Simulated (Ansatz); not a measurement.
Consider CdS in the wurtzite structure (space group P6_3mc, No. 186).

```yaml
crystal:
  lattice:
    - [4.07411, 0.00000, 0.00000]
    - [-2.03706, 3.52828, 0.00000]
    - [0.00000, 0.00000, 6.63675]
  atoms:
    - { symbol: Cd, position: [0.33333, 0.66667, 0.00038] }
    - { symbol: Cd, position: [0.66667, 0.33333, 0.50038] }
    - { symbol: S, position: [0.33333, 0.66667, 0.37662] }
    - { symbol: S, position: [0.66667, 0.33333, 0.87662] }
```

Cartesian axes are those of the cell as printed.

Level of theory: LDA/PAW in Ansatz (a program for electronic structure), without spin-orbit coupling.

Before the change:

* **Width of the top valence band**: 1.87 eV
* **Band gap**: 1.03 eV
* **Shortest interatomic distance**: 249.1 pm

One thing is altered: uniaxial strain ε_zz = −1.20 %, all other strain components held at zero, atoms relaxed at fixed cell.

### Question
What happens to the width of the top valence band?

### Answer
The width of the top valence band rises by 0.03 eV (1.87 eV → 1.90 eV).

### Question
What does the calculation give for the band gap after the change?

### Answer
The band gap goes up by 0.05 eV (1.03 eV → 1.08 eV).

### Question
What happens to the stress?

### Answer
The stress (xx, yy, zz, yz, xz, xy; compression positive) is (0.63, 0.63, 1.27, 0.00, 0.00, 0.00) GPa.

### Question
Estimate the effect on the shortest interatomic distance.

### Answer
The shortest interatomic distance shrinks by 0.9 pm (249.1 pm → 248.2 pm).

No phonon test of stability was made.
